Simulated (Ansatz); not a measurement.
Consider ZrO₂ (space group P4_2/nmc, No. 137; a = 3.621 Å, c = 5.283 Å).

Level of theory: DFT with PBE, PAW potentials and a 420 eV plane-wave cutoff in Ansatz (a first-principles code), no SOC.

For the base:

* **Pressure**: 0.00 GPa
* **Band gap**: 4.04 eV

The change: every lattice vector is stretched by 2.75 %; the atoms relax in the strained cell.

Q: What does the calculation give for the largest internal atomic displacement, energy relative to the base, pressure and band gap after the change?

A: The largest internal atomic displacement comes out as 0.088 Å; the energy rises by 38 meV/atom; the pressure (mean of the normal stresses, compression positive) goes from zero to -11.49 GPa; the band gap drops by 0.282 eV to 3.75 eV.

Stability against distortions was not tested. This is not the structure that ZrO2 has at room temperature and ambient pressure.
